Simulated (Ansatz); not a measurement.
Abridged Ansatz (a first-principles code) output:

```
Relaxation: its limit of steps is 50 (relax.max_steps)
Pseudopotential: Y, paw, valence charge 11
Pseudopotential: N, paw, valence charge 5
Crystal: 3 atoms, lattice volume = 58.474 Å³
Basis set: ecut = 420 eV, 1139 PW (Γ), exchange–correlation on 48×48×64 points (8 copies of the dense FFT grid, shifted against one another)
Bands: 18, of which v1, the nominal top of the filled ones, is band 14 counted from 1 (13 counted from 0)
Symmetry: 8 space group operations
k-points: 567 of 3468
Functional: x = pbe(κ = 0.804, μ = 0.2195149727645171), c = pbe(β = 0.06672455060314922)
SCF iter   1: F=—  HF=-8085.359363 eV  |F-HF|=—  |Δ(HF+E_count)|=         —  Δρ=3.56e-3  dr2=1.06e-2  ethr=1.77e-3  ⟨swp⟩=4.7  Hψ=44349  notcnv=0
SCF iter   2: F=—  HF=-8085.356842 eV  |F-HF|=—  |Δ(HF+E_count)|=   2.52e-3  Δρ=1.79e-3  dr2=3.03e-3  ethr=3.93e-5  ⟨swp⟩=2.4  Hψ=20147  notcnv=0
SCF 1 converged in 6 iterations: F = -8085.356488 eV  dr2 = 6.16e-8
relax step   1: F+E_penalty+E_count = -8085.35648827 eV  Δ(F+E_penalty+E_count) = +0.000e0 eV  max|allowed force component| = 1.262e-29 eV/Å  Δτ_max = 0.0000 Å  P = +0.002 GPa  Ω = 58.474 Å³  (6 SCF iters, dr2 threshold 1.00e-7 eV, accepted)
[... steps on the carried basis left out ...]
relax step   8: F+E_penalty+E_count = -8085.35532781 eV  Δ(F+E_penalty+E_count) = +3.504e-6 eV  max|allowed force component| = 1.972e-30 eV/Å  Δτ_max = 0.0000 Å  P = +0.333 GPa  Ω = 58.259 Å³  stress off target by 6.47e-4 GPa  SCF on the basis re-selected at this cell (its energy is not comparable with the rows above)  (7 SCF iters)
SCF converged after 7 iterations
Free energy (F): -8085.355328 eV
Internal energy: -8085.268778 eV  (E = F + TS)
E sigma→0 (E₀):  -8085.312053 eV
Entropy (-TS):   -0.086550 eV (-28.850 meV/atom)
Fermi energy:    12.114304 eV
  E_disp       = -1.009521  (pairwise vdW)
--- Forces (eV/Å), atoms counted from 1 ---
  atom   1  Y      0.00000000     0.00000000     0.00000000
  atom   2  Y      0.00000000     0.00000000     0.00000000
  atom   3  N      0.00000000     0.00000000     0.00000000
--- Stress (GPa, compression-positive) ---
        0.999353       0.000000       0.000000
        0.000000      -0.000106       0.000000
        0.000000       0.000000      -0.000146
  P = ⅓ Tr σ = 0.3330 GPa (3.330 kbar)
--- Relaxed structure (6 steps of the walk, 5 accepted, 2 SCFs on fresh bases) ---
  cell:  # Å, volume = 58.2587 Å³
    - [3.4776533798863882, 0.0, 0.0]
    - [0.0, 3.5058149181558758, 0.0]
    - [0.0, 0.0, 4.7784337911761625]
  atoms:
    - { symbol: Y, position: [5.731933819002257e-37, 0.0, 0.0] }
    - { symbol: Y, position: [0.5, 0.5, 0.49999999999999994] }
    - { symbol: N, position: [0.5, 0.5, 0.0] }
```

Problem. What was computed, and what are the main results?

Solution. Y2N, 3 atoms in the cell, with DFT with PBE-D3(BJ), PAW potentials and a 420 eV plane-wave cutoff in Ansatz, no SOC, from a series relaxed to a target (uniaxial stress, 1 GPa compression along x). The last SCF converged to F = -8085.355328 eV, or -2695.1184 eV per atom. The total energy compares only with runs of the same code, potentials and settings.

Load acts through the strain it causes; cell and atoms are relaxed under it. Beyond what the load breaks, stability against distortions was not tested. All final runs are without spin polarisation. The cell was made from Y2N (space group P4/mmm, No. 123; a hypothetical phase, not in the database extracts checked) by this change: uniaxial stress, 1 GPa compression along x.

Keys are those of Ansatz 0.2.
